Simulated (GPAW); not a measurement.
**Habitual settings against a tight run: NiAl (Pm-3m, 2 atoms in the cell)**

Self-consistent single point.

```xyz
2
Lattice="2.8923 0.0000 0.0000 0.0000 2.8923 0.0000 0.0000 0.0000 2.8923" Properties=species:S:1:pos:R:3 pbc="T T T"
Al     1.4462     1.4462     1.4462
Ni     0.0000     0.0000     0.0000
```

Method of the run: PBE, GPAW PAW datasets PBE (gpaw-data 1.0.1) (plane waves; GPAW 25.7.0).

Base settings: mode = pw; ecut = 800 eV; xc = PBE; kpts = 8 8 8; mesh shift (steps) = 0 0 0; occupations.name = methfessel-paxton; occupations.width = 0.1 eV; occupations.order = 1; nbands = -6; symmetry.symmorphic = false; symmetry.tolerance = 0.0005; maxiter = 120.

Tight run (finer mesh or higher cutoff; not a proven limit): ecut: 800 eV → 1120 eV; kpts: 8 8 8 → 11 11 11; convergence.energy: default → 5e-11 eV/electron; convergence.density: default → 4e-07 e/electron; convergence.eigenstates: default → 5e-15. It gave Fermi level (on the code's own zero) 8.92 eV; pressure 1.18 GPa.

Quick runs, as changes from the base:
- A: the base itself
- B: ecut: 800 eV → 640 eV; kpts: 8 8 8 → 2 2 2; kpts_shift: 0 0 0 → 0.5 0.5 0.5; occupations.name: methfessel-paxton → fermi-dirac; occupations.width: 0.1 eV → 0.5 eV; occupations.order: 1 → default
- C: ecut: 800 eV → 400 eV
- D: ecut: 800 eV → 480 eV; kpts: 8 8 8 → 6 6 6; occupations.width: 0.1 eV → 0.136 eV; occupations.order: 1 → 0
- E: ecut: 800 eV → 400 eV; kpts: 8 8 8 → 2 2 2; kpts_shift: 0 0 0 → 0.5 0.5 0.5
- F: ecut: 800 eV → 560 eV; xc: PBE → LDA; kpts: 8 8 8 → 4 4 4; potentials: GPAW PAW datasets LDA (gpaw-data 1.0.1) [LDA (Perdew-Wang 92)]

Energies are extrapolated to zero smearing width, which holds to low order in the width alone.

Dashes: energy of F, another energy zero.

† marks runs with another functional, U, potentials or spin treatment: their distance from the tight run is not a convergence error alone.

The count of work is k-points × plane waves × bands × iterations; it is no time. 

The starting cell has typed, rounded lattice constants, without a prior relaxation at this level. Its lattice was rescaled by a random factor within 2.5 % of one. Spin polarisation is off.

| run | energy less tight (meV/atom) | count of work / tight |
|---|---|---|
| A | 0.3 | 0.19 |
| B | 670.5 | 0.0029 |
| C | 20.3 | 0.071 |
| D | 15.2 | 0.045 |
| E | 948.7 | 0.0014 |
| F† | – | 0.028 |

Among the runs at the tight run's level, the energy misses run from 0.3 to 948.7 meV/atom.
